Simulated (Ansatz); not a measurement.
## BP: energy against volume

BP (zinc blende, F-43m, 11.319 Å³/atom and stress up to 0.01 GPa in the relaxed cell, cube axes along x, y and z) under hydrostatic pressure, with the cell free. LDA in Ansatz, a plane-wave DFT program (PAW, default set), 420 eV, 13×13×13 Γ-centred mesh, Fermi-Dirac smearing 0.05 eV; ions are relaxed, or left where forces stay under 0.02 eV/Å, within the symmetry of each cell.

Here V stands for volume and E for E less E0.

| volume (Å³/atom) | E less E0 (meV/atom) | pressure (GPa) |
|---|---|---|
| 11.4498 | 0.83 | -1.99 |
| 11.3827 | 0.21 | -0.99 |
| 11.3188 | 0.00 | -0.01 |
| 11.2612 | 0.16 | 0.90 |
| 11.1868 | 0.86 | 2.10 |
| 11.0446 | 3.78 | 4.50 |
| 10.7994 | 14.06 | 9.00 |
| 10.5075 | ? | ? |

### Question
Fit E against V with the third-order Birch-Murnaghan form, a cubic in V^(-2/3), and predict the withheld value at V = 10.5075.

### Answer
With u = V^(-2/3) - 0.1997, the rows have u = -0.0028503, -0.0020775, -0.0013344, -0.0006585, 0.0002230, 0.0019353, 0.0049760. Least squares gives E = 0.629 + 943.0·u + 354725·u² - 366490·u³. Residuals (row less fit): -0.002, 0.006, -0.003, -0.002, 0.003, 0.000, 0.001; standard error 0.004 (degrees of freedom: 3). Its minimum lies at u = -0.0013265, so V0 = (0.1983735)^(-3/2) = 11.32. There d²E/du² = 712400 and d³E/du³ = -2199000, so B0 = (4/9) × 11.32^(-7/3) × 712400 × 0.160218 = 176 GPa (the last factor turns the table's units into GPa), and B0' = 4 + (2/3) × 0.1983735 × (-2199000)/712400 = 3.6. B0' rests on the cubic coefficient alone and has a standard error of 0.2 from these residuals. At the withheld row, u = 0.0087493, so E = 0.629 + 943.0 × 0.0087493 + 354725 × 0.0087493² - 366490 × 0.0087493³ = 35.788 meV/atom. The calculation gives 35.80 meV/atom, 0.012 meV/atom above the prediction (0.0 % of the range of E in the table). The row lies outside the fitted rows, so this is an extrapolation. The scatter of the fitted rows lies at the last printed digit.

Other structures, which can take over under pressure, weren't tried. The same form fitted to the pressure column gives B0' = 3.8; series where the two differ by over 0.4 aren't shown. Rows are the converged runs of the series near zero and its far end, less any whose ions stayed unrelaxed beside relaxed ones; series whose fitted rows scatter by over a few per cent of the range, as at a crossing or softening among them, aren't shown in this form.
